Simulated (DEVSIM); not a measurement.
Structure: Si p+/n-/n+ power diode, at 300 K.

Layer 1 from the left is Si, thickness (μm) 3.80, Na (cm⁻³) 4.6e18, τn (s) 1.7e-5, τp (s) 1.7e-5. Layer 2 from the left is Si, thickness (μm) 3.20, Nd (cm⁻³) 1.7e15, τn (s) 1.7e-5, τp (s) 1.7e-5. Layer 3 from the left is Si, thickness (μm) 6.10, Nd (cm⁻³) 3e18, τn (s) 1.7e-5, τp (s) 1.7e-5.

Left contact: ohmic. Right contact: ohmic. Voltage is applied to the left contact. Recombination: SRH at mid-gap, radiative, Auger. Mobility is μmin + (μ − μmin)/(1 + (N/Nref)^α).

Constants are typed, rounded textbook-type inputs, not results; the design itself was drawn at random and stands for no fabricated device. Values at 300 K.

Si: gap (eV) 1.124, affinity (eV) 4.05, permittivity 11.7, Nc (cm⁻³) 2.86e19, Nv (cm⁻³) 3.1e19, μn (cm²/Vs) 1417, μp (cm²/Vs) 470, μn,min 52, μp,min 45, Nref,n 9.7e16, Nref,p 2.2e17, αn 0.68, αp 0.72, B (cm³/s) 4.7e-15, Cn (cm⁶/s) 2.8e-31, Cp (cm⁶/s) 9.9e-32.

DEVSIM, 1D drift-diffusion, Boltzmann statistics, complete ionisation; no tunnelling, impact ionisation, image-force lowering or self-heating.

Problem. What does the simulation give for the potential step across the device at zero bias, the dark forward voltage at 1 A/cm²?

Solution. potential step across the device at zero bias 1.016 V; dark forward voltage at 1 A/cm² 0.781 V.
